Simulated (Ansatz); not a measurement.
Base system: SnAu in the NiAs type structure (space group P6_3/mmc, No. 194).

```
SnAu
1.0
    4.33265     0.00000     0.00000
   -2.16633     3.75219     0.00000
    0.00000     0.00000     5.55623
Sn Au
2 2
Direct
  0.66667   0.33333   0.75000
  0.33333   0.66667   0.25000
  0.00000   0.00000   0.50000
  0.00000   0.00000   0.00000
```

Level of theory: PBEsol (Ansatz, a program for electronic structure, PAW, no SOC).

One change was made to it. Results:

| quantity | base | after |
|---|---|---|
| lattice parameter a | 4.333 Å | 4.282 Å |
| c/a ratio | 1.282 | 1.288 |
| band gap | zero | zero |

Problem. What was done to the base?
A. pressure 0.7 GPa
B. pressure 3 GPa
C. pressure −2 GPa
D. pressure 7.5 GPa
E. pressure −1 GPa

Solution. B, pressure 3 GPa. For comparison, the lattice parameter a in the other runs: pressure 0.7 GPa gives 4.320 Å; pressure 7.5 GPa gives 4.220 Å; pressure −1 GPa gives 4.351 Å; pressure −2 GPa gives 4.372 Å.

Load acts through the strain it causes; cell and atoms are relaxed under it. No phonon test of stability was made. No other phases were tried under pressure.
